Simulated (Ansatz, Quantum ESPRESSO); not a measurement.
## One structure in several programs: LaB6 (Pm-3m, 7 atoms in the cell)

Self-consistent single point.

```yaml
crystal:
  lattice:
    - [4.18625, 0.00000, 0.00000]
    - [0.00000, 4.18625, 0.00000]
    - [0.00000, 0.00000, 4.18625]
  atoms:
    - { symbol: La, position: [0.00000, 0.00000, 0.00000] }
    - { symbol: B, position: [0.80012, 0.50000, 0.50000] }
    - { symbol: B, position: [0.19988, 0.50000, 0.50000] }
    - { symbol: B, position: [0.50000, 0.80012, 0.50000] }
    - { symbol: B, position: [0.50000, 0.19988, 0.50000] }
    - { symbol: B, position: [0.50000, 0.50000, 0.80012] }
    - { symbol: B, position: [0.50000, 0.50000, 0.19988] }
```

Shared settings, as Ansatz (a quantum-chemistry and plane-wave program) writes them: kpoints.mp_grid.grid = 7 7 7; magnetization.spin_orbit = true; scf.occupations.method = gaussian; scf.occupations.width = 0.136 eV. Potentials and cutoffs stand in the table.

```csv
code,model,pressure (GPa),largest force (eV/Å),cutoff
Quantum ESPRESSO,"PBE, spin-orbit coupling, PSlibrary fully relativistic PAW (PBE) pseudopotentials",-3.47,0.031,85 Ry
Ansatz,"PBE with spin-orbit coupling, PAW files",-3.92,0.056,default
```

The spread over the programs that give each value: pressure within 0.45 GPa; largest force within 0.025 eV/Å.

Ansatz's pressure is given at a fixed set of plane waves, as the other plane-wave codes print theirs; with its correction for the finite basis it is -3.76 GPa.

The starting cell comes from a database of computed structures (which also holds hypothetical and non-ambient phases and stackings), without a prior relaxation at this level. Its lattice was rescaled by a random factor within 2.5 % of one.

Left out of this page: FLEUR (not drawn, or without a comparable value).

Keys are those of Ansatz 0.2.
